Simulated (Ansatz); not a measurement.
The starting structures come from a database of crystals and need not be the phases stable at ambient conditions.

 Where the default PAW files enter, the runs use the earlier of Ansatz's two default sets.

## Evanescent states of KYTe₂ (R-3m, not sure to be the ambient phase, 4 atoms a cell, 35.7 Å³ an atom) along the normal of (101)

All values below come from r2SCAN (plane waves, PAW; Ansatz, a program for electronic structure).

The gap is the functional's own. No spin-orbit coupling. Mid-gap values are interpolated on the energy grid.

Energies count from the valence-band top; κ is the least over a 8×4 mesh across the current.

```
E (eV)  κ (1/Å)  where
------  -------  -----
0.05      0.047      Γ
0.15      0.080      Γ
0.25      0.101      Γ
0.35      0.117      Γ
0.45          …      Γ
0.55          …      Γ
0.65          …      Γ
0.75          …      Γ
0.85          …      Γ
0.95          …      Γ
1.05          …      Γ
1.15          …      Γ
1.25          …  off Γ
1.35      0.156  off Γ
1.45      0.134  off Γ
1.55      0.105  off Γ
1.65      0.055  off Γ
```

**Question.** Fill in the missing entries.

**Answer.** 
- 0.45, κ (1/Å): 0.130
- 0.55, κ (1/Å): 0.141
- 0.65, κ (1/Å): 0.150
- 0.75, κ (1/Å): 0.158
- 0.85, κ (1/Å): 0.164
- 0.95, κ (1/Å): 0.170
- 1.05, κ (1/Å): 0.174
- 1.15, κ (1/Å): 0.177
- 1.25, κ (1/Å): 0.173
